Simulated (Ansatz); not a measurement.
Terminations of the (111)A surface of zinc-blende ZnSe (Zn plane on top), measured from the surface '2x2 with 2 H on 4 top atoms'. Atoms come from or go to: Al: fcc Al, Br: ½ Br2(g), F: ½ F2(g), H: ½ H2(g), Mg: hcp Mg, N: ½ N2(g), O: ½ O2(g), Zn: hcp Zn. ΔE is the energy of forming the row's surface from that one (negative: more stable at these reservoirs); the vacuum level's shift is aligned on the shared bottom. No zero-point or thermal terms. These are constructed structures in small cells; real faces may alloy, dewet or reconstruct in larger ones, and not all known structures of the face are among them. Slabs of about 14 Å with all that they carry, Fermi-Dirac smearing of 0.025 eV. Bottom of the slabs: H caps. Relaxed from the named starts with such symmetry as they have, on meshes of like density; energies extrapolated to zero smearing; no spin-orbit coupling, no U. Spin-polarised runs, if any, are marked in brackets, and their order is one that fits the cell; the others ran without spin. A dash marks a value that is undefined for that row (no clear gap, or no work function of a gapped slab) or was not read reliably on its mesh.

Method: PBE (plane waves to 420 eV, PAW; Ansatz, an electronic-structure program).

| surface | atoms added per 1x1 | ΔE per 1x1 (eV) | slab gap (eV) | shift of the vacuum level (eV) | work function (eV) |
|---|---|---|---|---|---|
| 2x2 with 2 H on 4 top atoms | none | 0.00 | 1.69 | 0.00 | – |
| 2x2 with 2 NH2 on 4 top atoms | +0.5 H, +0.5 N | -0.41 | 1.01 | -0.18 | – |
| 2x2 O adatom at T4 (3 O–Zn bonds formed; 1 O–Se bonds broke) | -0.5 H, +0.25 O | -0.14 | 0.71 | -0.64 | – |
| 2x2 Al adatom at T4 [spin, 1.0 μB a cell] | +0.25 Al, -0.5 H | 0.50 | 0.28 | -0.95 | – |
| 2x2 Zn adatom at H3 (3 Se–Zn bonds broke) | -0.5 H, +0.25 Zn | 0.34 | 1.22 | -0.98 | – |
| NH2 on every top atom | +1.5 H, +1 N | -0.24 | – | -1.10 | 5.18 |
| Zn trimer, 2x2 | -0.5 H, +0.75 Zn | 0.55 | 0.72 | -1.63 | – |
| 2x2 with 2 F on 4 top atoms | +0.5 F, -0.5 H | -1.58 | 1.54 | 1.95 | – |
| Br on every top atom | +1 Br, -0.5 H | (withheld) | – | 0.78 | 7.16 |
| 2x2 Zn adatom at T1 (3 Se–Zn bonds broke) | -0.5 H, +0.25 Zn | 0.36 | 1.28 | -0.85 | – |
| 2x2 with 3 H on 4 top atoms [spin, 0.5 μB a cell] | +0.25 H | 0.42 | – | 0.67 | 6.90 |
| 2x2 Mg adatom at T4 | -0.5 H, +0.25 Mg | (withheld) | 0.65 | -1.69 | – |

Q: Complete the blanks.

A: 
- Br on every top atom, ΔE per 1x1 (eV): -0.97
- 2x2 Mg adatom at T4, ΔE per 1x1 (eV): 0.32
